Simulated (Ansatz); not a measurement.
## A computed series for ZnS: response to strain

Start from ZnS in the zinc blende structure (space group F-43m, No. 216; a = 5.389 Å). Axes: x, y, z lie along the cube axes.

Strains are applied to the cell and any free atomic positions relax.

Computed with DFT with r2SCAN, PAW potentials and a 500 eV plane-wave cutoff in Ansatz (a quantum-chemistry and plane-wave program), without spin-orbit coupling.

Notes on the quantities. energy relative to the base: free energy F.

| change | hole mass | electron mass | energy relative to the base | volume per atom | band gap |
|---|---|---|---|---|---|
| base | – | 0.19 mₑ (at Γ) | 0 meV/atom | 19.56 Å³ | 2.70 eV |
| uniaxial strain ε_zz = −3.00 % | 0.22 mₑ along z, 0.64 mₑ across (at Γ) | 0.20 mₑ (at Γ) | +6.0 meV/atom | 18.98 Å³ | 2.77 eV |
| uniaxial strain ε_zz = −2.50 % | 0.22 mₑ along z, 0.65 mₑ across (at Γ) | 0.20 mₑ (at Γ) | +4.2 meV/atom | 19.07 Å³ | 2.76 eV |
| uniaxial strain ε_zz = −2.00 % | 0.22 mₑ along z, 0.65 mₑ across (at Γ) | 0.20 mₑ (at Γ) | +2.7 meV/atom | 19.17 Å³ | 2.75 eV |
| uniaxial strain ε_zz = −1.50 % | 0.22 mₑ along z, 0.66 mₑ across (at Γ) | 0.20 mₑ (at Γ) | +1.5 meV/atom | 19.27 Å³ | 2.74 eV |
| uniaxial strain ε_zz = −1.00 % | 0.22 mₑ along z, 0.67 mₑ across (at Γ) | 0.19 mₑ (at Γ) | +0.7 meV/atom | 19.37 Å³ | 2.73 eV |
| uniaxial strain ε_zz = −0.50 % | 0.21 mₑ along z, 0.68 mₑ across (at Γ) | 0.19 mₑ (at Γ) | +0.2 meV/atom | 19.47 Å³ | 2.71 eV |

Masses are band curvatures over ±0.01 Å⁻¹ around the edge. Whether these cells are dynamically stable was not tested.
